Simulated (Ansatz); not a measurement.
The reference is Ga$_{2}$O$_{3}$ in the corundum structure (space group R-3c, No. 167; a = 5.0577 Å, c = 13.6230 Å (hexagonal axes)).

All numbers come from PBE/PAW in Ansatz (an electronic-structure program), without spin-orbit coupling.

For the base:

```
Quantity               Result
-------------------  --------
Smallest direct gap   2.63 eV
Band gap              2.40 eV
Volume per atom      10.06 Å³
```

It is then changed as follows: hydrostatic tension (pressure −1 GPa).

### Question
What happens to the smallest direct gap?

### Answer
The smallest direct gap drops by 0.055 eV, from 2.63 eV to 2.58 eV.

### Question
Predict the new band gap.

### Answer
The band gap falls by 0.05 eV, from 2.40 eV to 2.35 eV.

### Question
What happens to the volume per atom?

### Answer
The volume per atom rises by 0.05 Å³ to 10.11 Å³.

Load acts through the strain it causes; cell and atoms are relaxed under it. Stability against distortions was not tested.
